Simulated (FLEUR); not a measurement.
## Equation of state of zinc-blende InP (space group 216): energy against volume (FLEUR, LDA)

```yaml
crystal:
  lattice:
    - [0.00000, 2.82085, 2.82085]
    - [2.82085, 0.00000, 2.82085]
    - [2.82085, 2.82085, 0.00000]
  atoms:
    - { symbol: In, position: [0.00000, 0.00000, 0.00000] }
    - { symbol: P, position: [0.75000, 0.75000, 0.75000] }
```

Method: LDA (Vosko-Wilk-Nusair), all-electron FLAPW (FLEUR), scalar-relativistic valence run with FLEUR. Settings: Kmax = 4.45 1/bohr; GmaxXC = 17.8 1/bohr; xcFunctional = vwn; jspins = 1; l_soc = F; mode = hist; fermiSmearingEnergy = 0.00036749 Htr; mesh (inpgen div1-3) = 10 10 10; inpgen gamma flag = true; Gmax = 17.8 1/bohr; numbands = 0; maxIterBroyd = 15; imix = Anderson; alpha = 0.05; precondParam = 0; minDistance = 1e-05 me/bohr^3. The cell above is the first row's. The rows scale it uniformly. In all rows fractional positions and the k mesh are held. E is the free energy at the stated smearing, counted from the lowest row.

```
V (Å^3/atom)  E (meV/atom)
------------  ------------
22.446               56.64
22.934               33.66
23.422               17.14
23.910                6.42
24.398                0.89
24.886                0.00
25.374                3.26
25.862               10.24
26.350                   ?
```

Question: Using the third-order Birch-Murnaghan form, a cubic in V^(-2/3), estimate the missing E at V = 26.350 from the other rows, showing the fit.

Answer: With u = V^(-2/3) - 0.120, the rows have u = 0.005673, 0.003883, 0.002157, 0.000489, -0.001123, -0.002682, -0.004191, -0.005653. Least squares gives E = 4.249 + 4007.8·u + 909060·u² + 2212001·u³. Residuals (row less fit): -0.005, 0.013, -0.006, -0.006, -0.002, 0.004, 0.003, -0.004; standard error 0.009 (degrees of freedom: 4). Its minimum lies at u = -0.002222, so V0 = (0.117778)^(-3/2) = 24.74. There d²E/du² = 1789000 and d³E/du³ = 1.327e7, so B0 = (4/9) × 24.74^(-7/3) × 1789000 × 0.160218 = 71.4 GPa (the last factor turns the table's units into GPa), and B0' = 4 + (2/3) × 0.117778 × (1.327e7)/1789000 = 4.6. At the withheld row, u = -0.007069, so E = 4.249 + 4007.8 × (-0.007069) + 909060 × (-0.007069)² + 2212001 × (-0.007069)³ = 20.563 meV/atom. The calculation gives 20.53 meV/atom, 0.033 meV/atom below the prediction (0.1 % of the range of E in the table). The row lies outside the fitted rows, so this is an extrapolation. From the scatter of the fitted rows alone, a prediction at this place has a standard error of 0.021 meV/atom, so the miss is 1.6 times that.

Carrying the step between the two nearest rows on in a straight line would have given 17.22, off by 3.31; series whose last step already gives the withheld value aren't shown. The scan was laid around a cell of about the measured size, scaled by a guess for this functional. The runs keep the symmetry of the cell, so they don't test it for distortions. Values depend on the basis (sphere radii, cutoffs, local orbitals), which need not be converged. Cutoffs and mesh are single choices, not tested for convergence of this quantity. Series with a scatter that would blur these digits, or in which a gap closes, are not shown. Nor are scans whose minimum lies at an end fitted in this form.
